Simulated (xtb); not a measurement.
xtb 6.7.1, GFN2-xTB: Rh(acac)(CO)2 cation (CC1=CC(C)=[O]->[Rh](<-[C-]#[O+])(<-[C-]#[O+])[O]1), charge +1, multiplicity 2, 19 atoms. The geometry is a generated start, not checked to be a minimum at this level.

method: GFN2-xTB
--acc: 1 (default)
--etemp (K): 300 (default)
detailed input (--input): none: ANC optimiser, Lindh (1995) Hessian, microcycle=20, maxdispl=1.0, hlow=0.01 (default)
basis functions: 61
valence electrons: 67

```xyz
19

Rh     0.3922     1.9791    -0.0120
C      2.1611    -1.9467     0.0122
C      1.0687    -0.9060    -0.0001
C     -0.2629    -1.3240    -0.0011
C     -1.3341    -0.4289    -0.0091
C     -2.7414    -0.9738    -0.0085
O     -1.2296     0.8350    -0.0150
O      1.4546     0.3024    -0.0078
H      1.7561    -2.9530     0.0172
H      2.7950    -1.8132    -0.8625
H      2.7848    -1.8009     0.8926
H     -0.4727    -2.3808     0.0057
H     -3.2741    -0.5953    -0.8791
H     -2.7515    -2.0585    -0.0193
H     -3.2644    -0.6141     0.8759
O     -1.2315     4.4840     0.0161
C     -0.6220     3.5188     0.0027
O      2.8520     3.6673     0.0003
C      1.9197     3.0085    -0.0080
```

Charge 1 and multiplicity 2 are set for this test and not shown to be the ground state. GFN-xTB has no spin term: --uhf 1 sets the occupations alone.

The structure is relaxed from this start with --opt LEVEL for the levels crude, sloppy, loose, lax, normal, tight, vtight, extreme, once each. Up to the end of the extreme run atoms move by at most 0.96 Å along an axis.

What is the loosest level that ends within 20 meV of the extreme run, and how many cycles does it take?

vtight: 99 cycles against 106, ending 0.011 meV above.

```csv
level,cycles,energy above the extreme run (meV),gradient norm (eV/Å)
crude,6,50,0.16
sloppy,6,50,0.16
loose,6,50,0.16
lax,10,46,0.068
normal,16,46,0.028
tight,17,46,0.013
vtight,99,0.011,0.0029
extreme,106,—,0.0021
```
